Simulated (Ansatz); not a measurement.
ZnSe under load (space group F-43m), Ansatz (a program for electronic structure) with r2SCAN with spin-orbit coupling, rigid bands. Condition of this run: hydrostatic pressure of 0.8 GPa (compression positive) (the target of the relaxation). Band gap 1.87 eV, N_c = 1.20e18 cm⁻³ and N_v = 2.61e19 cm⁻³ at 300 K, conductivity masses of 0.137 mₑ (electrons) and 0.657 mₑ (holes). Take k_BT = 0.02585 eV.

A film of it is 5 nm thick. Estimate the confinement energies in an infinite well.

ħ²π²/(2m t²) = 0.376 eV·nm²/(m/mₑ × t²) gives 110 meV for electrons and 22.9 meV for holes, so the gap would widen to about 2.00 eV. Finite barriers and nonparabolic bands lower this, and with several valleys or bands the heaviest mass along the normal sets the lowest level, not this average.

What built-in voltage has an abrupt junction with N_A = 1e16 and N_D = 1e17 cm⁻³, all dopants ionised?

V_bi = E_g/e − (k_BT/e) ln(N_c N_v/(N_A N_D)) = 1.87 − 0.02585 × 10.35 = 1.60 V, for the computed gap.

What thermal injection velocity √(2k_BT/πm) limits a ballistic channel?

1.45e7 cm/s for electrons and 6.64e6 cm/s for holes, a ratio of √(m_h/m_e) = 2.19, for dilute carriers.

Rigid bands with the computed gap; masses take one relaxation time for all states. Geometry: cell and atoms relaxed with PBEsol.
